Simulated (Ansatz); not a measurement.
Consider the following.

```
CELL_PARAMETERS angstrom
     -1.57297     1.57297     1.57297
      1.57297    -1.57297     1.57297
      1.57297     1.57297    -1.57297
ATOMIC_POSITIONS crystal
  W  0.00000 0.00000 0.00000
```

No spin polarisation.

Level of theory: r2SCAN, PAW, 500 eV (Ansatz, a first-principles code; without spin-orbit coupling), earlier PAW set. Settings: 29×29×29 k-points, 0.1 eV Fermi–Dirac smearing.

Problem. Predict the band gap, pressure and space group.

Solution. 
```json
{
 "band_gap": "zero",
 "pressure": "7.5 GPa",
 "space_group": "Im-3m (No. 229)"
}
```

The cells carry an imposed strain or load. No phonon test of stability was made. All final runs are without spin polarisation. The cell was made from W in the bcc (W type) structure (space group Im-3m, No. 229) by this change: isotropic strain −0.74 %.
